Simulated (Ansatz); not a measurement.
## Carrier properties of ZnO (P6_3mc)

Given:

```yaml
crystal:
  lattice:
    - [3.22991, 0.00000, 0.00000]
    - [-1.61495, 2.79718, 0.00000]
    - [0.00000, 0.00000, 5.21468]
  atoms:
    - { symbol: Zn, position: [0.33333, 0.66667, 0.99805] }
    - { symbol: Zn, position: [0.66667, 0.33333, 0.49805] }
    - { symbol: O, position: [0.33333, 0.66667, 0.37695] }
    - { symbol: O, position: [0.66667, 0.33333, 0.87695] }
```

Calculation: r2SCAN with spin-orbit coupling, rigid bands (plane waves, PAW; Ansatz, a quantum-chemistry and plane-wave program). Cell: cell and atoms relaxed with PBEsol.

The band gap is 1.22 eV and the electron conductivity mass (300 K, dilute) is 0.21 mₑ. The hole conductivity mass (300 K, dilute) is 1.81 (x), 1.81 (y), 2.8 (z) mₑ, the effective density of states N_c (300 K) is 2.2e18 cm⁻³ and the effective density of states N_v (300 K) is 7.7e19 cm⁻³. The density-of-states mass, electrons is 0.200 mₑ, the density-of-states mass, holes comes out as 2.1 mₑ and the Seebeck coefficient, n-type 1e19 cm⁻³, 300 K is -116 μV/K. The best n-type power factor at 300 K for τ = 10 fs (best axis; densities from 1e16 to 1e21 cm⁻³ tried, whether or not they can be reached) is 1.78 μW/(cm·K²) at 1e19 cm⁻³ and the Seebeck coefficient, p-type 1e19 cm⁻³, 300 K comes out as 432 μV/K.

Rigid bands; masses and Seebeck coefficients take one relaxation time τ for all states and one kind of carrier; polarons and phonon drag are left out. Geometry: cell and atoms relaxed with PBEsol.
